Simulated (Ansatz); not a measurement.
Co on the 1x1 (10-10) surface of wurtzite AlN (cut with top plane Al + N), one in a 2x1 cell, started at the site 'top Al #2'

Host crystal: wurtzite AlN, with a band gap (PBE, scalar-relativistic without spin-orbit coupling).

All values below come from PBE (plane waves to 420 eV, PAW; Ansatz, a program for electronic structure).

Slab: 33 atoms, 8.9 Å thick at the start under the adsorbate (thin: gaps and levels are the slab's own); k 3x4x1, smearing 0.01 eV, dipole-corrected; 16 atoms held, the rest relaxed; held to the start's symmetry, so lower structures may exist; spin-polarised, ending with about 1.0 μB a cell; orders that need a larger cell were not tried, no spin-orbit, no U, no dispersion correction. At the end it is bonded to Al + 2 N. In PBE this state lies 0.33 eV over the lowest of the starts that converged ('hollow Al').

The adsorption energy against an atom of hcp Co, ferromagnetic is 2.78 eV. The change of the step from the bottom to the top vacuum level, against the clean slab is -0.087 eV and the energy released by relaxation is 0.99 eV. The height of the binding atom over the mean of the host atoms within 0.3 Å of the top one is 1.270 Å and the magnetic moment of the cell comes out as 1.00 μB. The nearest host atoms of the binding atom is N at 2.10 Å, N at 2.10 Å, Al at 2.31 Å and the largest move of a host atom is 0.28 Å. The cost is about 16 core-minutes (a rough figure).

A negative adsorption energy means that the adsorbate is more stable on the surface than in its reference.
